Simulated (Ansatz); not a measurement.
Take SnTe in the rock salt structure (space group Fm-3m, No. 225; a = 6.409 Å) as the base.

Level of theory: PBE (Ansatz, an electronic-structure program), without spin-orbit coupling.

One change was made to it. Results:

```
quantity                          base    after
-----------------------------  -------  -------
band gap                       0.05 eV     zero
shortest interatomic distance  3.205 Å  2.753 Å
```

Task: What was done to the base?
A. pressure 100 GPa
B. pressure 50 GPa
C. pressure −2 GPa

Result: B, pressure 50 GPa. For comparison, the shortest interatomic distance in the other runs: pressure 100 GPa gives 2.606 Å; pressure −2 GPa gives 3.265 Å.

Spin-orbit coupling, missing from the scalar runs, can matter with Te. Load acts through the strain it causes; cell and atoms are relaxed under it. No phonon test of stability was made. Competing high-pressure phases were not computed. All final runs are without spin polarisation. A zero or small gap of SnTe can be the functional's error rather than a property of the material.
